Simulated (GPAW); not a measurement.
GPAW run on CoGe (P2_13, 8 atoms in the cell): self-consistent single point.

Method of the run: PBEsol, GPAW PAW datasets PBEsol (made by gpaw-setup) (plane waves; GPAW).

The change in words: lattice scaled by 0.98. Reference geometry:
```yaml
crystal:
  lattice:
    - [4.57947, 0.00000, 0.00000]
    - [0.00000, 4.57947, 0.00000]
    - [0.00000, 0.00000, 4.57947]
  atoms:
    - { symbol: Co, position: [0.13683, 0.13683, 0.13683] }
    - { symbol: Co, position: [0.36317, 0.86317, 0.63683] }
    - { symbol: Co, position: [0.63683, 0.36317, 0.86317] }
    - { symbol: Co, position: [0.86317, 0.63683, 0.36317] }
    - { symbol: Ge, position: [0.83981, 0.83981, 0.83981] }
    - { symbol: Ge, position: [0.66019, 0.16019, 0.33981] }
    - { symbol: Ge, position: [0.33981, 0.66019, 0.16019] }
    - { symbol: Ge, position: [0.16019, 0.33981, 0.66019] }
```

Reference input (self-consistent single point, DFT PBEsol, plane waves, GPAW PAW datasets PBEsol (made by gpaw-setup)): mode = pw; ecut = 850 eV; xc = PBEsol; kpts = 5 5 5; mesh shift (steps) = 0 0 0; occupations.name = methfessel-paxton; occupations.width = 0.1 eV; occupations.order = 0; nbands = -14; convergence.density = 1e-05 e/electron; convergence.energy = 1e-05 eV/electron; symmetry.symmorphic = false. This run's input differs from it in these lines:

```diff
@@ -5,13 +5,13 @@
 atoms = Atoms(['Co', 'Co', 'Co', 'Co', 'Ge', 'Ge', 'Ge', 'Ge'],
-              cell=[[4.579470, 0.000000, 0.000000],
-                    [0.000000, 4.579470, 0.000000],
-                    [0.000000, 0.000000, 4.579470]],
-              positions=[[0.626609, 0.626609, 0.626609],
-                         [1.663126, 3.952861, 2.916344],
-                         [2.916344, 1.663126, 3.952861],
-                         [3.952861, 2.916344, 1.663126],
-                         [3.845885, 3.845885, 3.845885],
-                         [3.023320, 0.733585, 1.556150],
-                         [1.556150, 3.023320, 0.733585],
-                         [0.733585, 1.556150, 3.023320]],
+              cell=[[4.487881, 0.000000, 0.000000],
+                    [0.000000, 4.487881, 0.000000],
+                    [0.000000, 0.000000, 4.487881]],
+              positions=[[0.614077, 0.614077, 0.614077],
+                         [1.629864, 3.873804, 2.858017],
+                         [2.858017, 1.629864, 3.873804],
+                         [3.873804, 2.858017, 1.629864],
+                         [3.768967, 3.768967, 3.768967],
+                         [2.962854, 0.718914, 1.525027],
+                         [1.525027, 2.962854, 0.718914],
+                         [0.718914, 1.525027, 2.962854]],
               pbc=True)
```

Log, with long lists cut:

```
     iter     time        total  log10-change:
                         energy   eigst   dens
iter:   1 --:--:--   -60.248051
iter:   2 --:--:--   -59.163797   -0.50  -1.14
iter:   3 --:--:--   -58.186848   -0.81  -1.20
iter:   4 --:--:--   -58.187339   -1.32  -1.33
iter:   5 --:--:--   -58.043993   -1.10  -1.51
iter:   6 --:--:--   -57.862604   -1.93  -1.81
iter:   7 --:--:--   -57.822758   -2.53  -1.88
iter:   8 --:--:--   -57.824042   -2.80  -2.57
iter:   9 --:--:--   -57.817706   -3.41  -2.54
iter:  10 --:--:--   -57.817693   -4.66  -3.19
iter:  11 --:--:--   -57.817676c  -5.42  -3.54
iter:  12 --:--:--   -57.817676c  -6.22  -3.75
iter:  13 --:--:--   -57.817670c  -6.69  -3.77
iter:  14 --:--:--   -57.817664c  -6.46  -3.91
iter:  15 --:--:--   -57.817661c  -6.59  -4.00
iter:  16 --:--:--   -57.817657c  -6.85  -4.07
iter:  17 --:--:--   -57.817656c  -7.27  -4.62
iter:  18 --:--:--   -57.817656c  -8.08c -4.70
iter:  19 --:--:--   -57.817656c  -8.06c -4.73
iter:  20 --:--:--   -57.817655c  -8.29c -4.87
iter:  21 --:--:--   -57.817655c  -9.63c -5.31c
Converged after 21 iterations.

Dipole moment: (-0.000000, 0.000000, -0.000000) |e|*Ang

Energy contributions relative to reference atoms: (reference = -379698.481720)

Kinetic:       +154.287066
Potential:     -123.811682
External:        +0.000000
XC:             -88.023183
Entropy (-ST):   -0.011570
Local:           -0.264072
SIC:             +0.000000
--------------------------
Free energy:    -57.823440
Extrapolated:   -57.817655

Showing only first 2 kpts
 Kpt  Band  Eigenvalues  Occupancy
  0    24     12.54825    1.50996
  0    25     12.54826    1.50991
  0    26     12.54826    1.50991
  0    27     14.72440    0.00000

  1    24     12.31703    1.99993
  1    25     12.45052    1.96176
  1    26     13.16314    0.00000
  1    27     14.00222    0.00000

Fermi level: 12.59706

No gap
   [... lines left out ...]
  2 Co    0.18454   -0.18454   -0.18454
  3 Co   -0.18454    0.18454   -0.18454
  4 Ge    0.07412    0.07412    0.07412
  5 Ge   -0.07412   -0.07412    0.07412
  6 Ge    0.07412   -0.07412   -0.07412
  7 Ge   -0.07412    0.07412   -0.07412

Stress tensor:
    -0.086557    -0.000000    -0.000000
    -0.000000    -0.086557     0.000000
    -0.000000     0.000000    -0.086557
Stress (GPa, Voigt): [-13.868 -13.868 -13.868   0.     -0.     -0.   ]
```

The run converged in 21 iterations. GPAW prints stress with tension positive. Against the reference run the free energy goes up by 28.8 meV/atom, the pressure goes from -0.35 to 13.87 GPa and the largest force goes from 0.063 to 0.320 eV/Å.

The starting cell comes from a database of computed structures (which also holds hypothetical and non-ambient phases and stackings), without a prior relaxation at this level. For this run, on top of that: lattice scaled by 0.98. Spin polarisation is off. With a pressure of about 14 GPa the cell is away from its equilibrium volume at this level.

Cost on one core of a shared machine: roughly 80 s.
